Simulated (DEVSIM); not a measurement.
System: illuminated Si p-on-n cell, one wavelength, at 300 K.

| layer (left to right) | material | thickness (μm) | Nd (cm⁻³) | Na (cm⁻³) | τn (s) | τp (s) | absorption coefficient (cm⁻¹) |
|---|---|---|---|---|---|---|---|
| 1 | Si | 0.170 | - | 3.9e18 | 1.6e-8 | 1e-7 | 1500 |
| 2 | Si | 54.0 | 3.2e15 | - | 6e-7 | 6e-7 | 1500 |

Left contact: ohmic, minority electron recombination velocity 2e6 cm/s. Right contact: ohmic, minority hole recombination velocity 2000 cm/s. Voltage is applied to the left contact. Recombination: SRH at mid-gap, radiative, Auger. Gap narrowing is on: ΔEg = 6.92 meV × (l + √(l² + 0.5)), l = ln(N/1.3e17 cm⁻³), shared equally by both band edges. Light enters at the left, 2.9e16 photons cm⁻² s⁻¹, one pass, no reflection. Mobility is constant in doping.

Constants are typed, rounded textbook-type inputs, not results; the design itself was drawn at random and stands for no fabricated device. Values at 300 K.

| parameter | Si |
|---|---|
| gap (eV) | 1.124 |
| affinity (eV) | 4.05 |
| permittivity | 11.7 |
| Nc (cm⁻³) | 2.86e19 |
| Nv (cm⁻³) | 3.1e19 |
| μn (cm²/Vs) | 1417 |
| μp (cm²/Vs) | 470 |
| B (cm³/s) | 4.7e-15 |
| Cn (cm⁶/s) | 2.8e-31 |
| Cp (cm⁶/s) | 9.9e-32 |

DEVSIM, 1D drift-diffusion, Boltzmann statistics, complete ionisation; no tunnelling, impact ionisation, image-force lowering or self-heating.

Question: Tabulate band edges, carrier densities and field at -2.0 V on the left contact, in the dark.

Answer: Energies count from the Fermi level of the right contact; mesh points crowd at the junctions.

```
x (μm)   Ec (eV)  Ev (eV)  n (cm⁻³)  p (cm⁻³)  field (V/cm)
-------  -------  -------  --------  --------  ------------
0.000      3.023    1.946     < 1e2    3.9e18           ≈ 0
0.02498    3.023    1.946     < 1e2    3.9e18           ≈ 0
0.06830    3.023    1.946     < 1e2    3.9e18           ≈ 0
0.1224     3.023    1.946     < 1e2    3.9e18           ≈ 0
0.1645     3.021    1.945     < 1e2    3.6e18         -8700
0.1868     2.922    1.798     < 1e2    1.3e16        -52000
0.2346     2.682    1.558     < 1e2    1.2e12        -49000
0.3916     1.974    0.851      2300     23000        -41000
0.6790     0.995   -0.129     11000     15000        -27000
1.257      0.245   -0.878    2.2e15       120         -1400
2.557      0.235   -0.888    3.2e15      1800           ≈ 0
6.829      0.235   -0.888    3.2e15      6800           ≈ 0
14.65      0.235   -0.888    3.2e15     14000           ≈ 0
30.28      0.235   -0.888    3.2e15     24000           ≈ 0
45.57      0.235   -0.888    3.2e15     28000           ≈ 0
50.22      0.235   -0.888    3.2e15     29000           ≈ 0
52.36      0.235   -0.888    3.2e15     30000           ≈ 0
53.35      0.235   -0.888    3.2e15     30000           ≈ 0
53.89      0.235   -0.888    3.2e15     30000           ≈ 0
54.05      0.235   -0.888    3.2e15     30000           ≈ 0
54.13      0.235   -0.888    3.2e15     30000           ≈ 0
54.17      0.235   -0.888    3.2e15     30000           ≈ 0
```
